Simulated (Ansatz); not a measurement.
The parent structure is MgB$_{2}$ (space group P6/mmm, No. 191; a = 3.064 Å, c = 3.498 Å; relaxed with 0.1 eV smearing). Axes: x lies along a and z along c of the hexagonal cell.

Level of theory: plane-wave PAW DFT at the PBEsol level (Ansatz, a program for electronic structure, 420 eV), no SOC.

Perturbation: tensor shear ε_xz = +1.43 % (engineering shear γ = 0.0286); the atoms relax in the strained cell.

Q: Estimate the effect on the energy relative to the base and stress.

A: The energy rises by 1.9 meV/atom; the stress (xx, yy, zz, yz, xz, xy; compression positive) amounts to (0.1, 0.0, 0.2, 0.0, -2.2, 0.0) GPa.

Whether these cells are dynamically stable was not tested. The final runs are not spin-polarised.
